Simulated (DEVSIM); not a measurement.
System: illuminated GaSb p-on-n cell, one wavelength, at 300 K.

Layer 1 from the left is GaSb, thickness (μm) 0.280, Na (cm⁻³) 6.2e17, τn (s) 3.9e-9, τp (s) 2.6e-9, absorption coefficient (cm⁻¹) 6300. Layer 2 from the left is GaSb, thickness (μm) 2.00, Nd (cm⁻³) 1.3e16, τn (s) 4.4e-8, τp (s) 4.4e-8, absorption coefficient (cm⁻¹) 6300.

Left contact: ohmic, minority electron recombination velocity 5000 cm/s. Right contact: ohmic, minority hole recombination velocity 2000 cm/s. Voltage is applied to the left contact. Recombination: SRH at mid-gap, radiative, Auger. Light enters at the left, 1.8e17 photons cm⁻² s⁻¹, one pass, no reflection. Mobility is μmin + (μ − μmin)/(1 + (N/Nref)^α).

This is a model device: material constants are rounded textbook-type values typed into the input, and sizes, dopings and lifetimes were drawn at random. Values at 300 K.

GaSb: gap (eV) 0.726, affinity (eV) 4.06, permittivity 15.7, Nc (cm⁻³) 2.1e17, Nv (cm⁻³) 1.8e19, μn (cm²/Vs) 5000, μp (cm²/Vs) 850, μn,min 1000, μp,min 190, Nref,n 2.8e17, Nref,p 9e17, αn 1.05, αp 0.65, B (cm³/s) 1e-10, Cn (cm⁶/s) 5e-30, Cp (cm⁶/s) 5e-30.

DEVSIM, 1D drift-diffusion, Boltzmann statistics, complete ionisation; no tunnelling, impact ionisation, image-force lowering or self-heating.

Q: What does the simulation give for the fill factor, the potential step across the device at zero bias, the share of generated pairs collected at short circuit?

A: fill factor 0.69; potential step across the device at zero bias 0.567 V; share of generated pairs collected at short circuit 0.989.
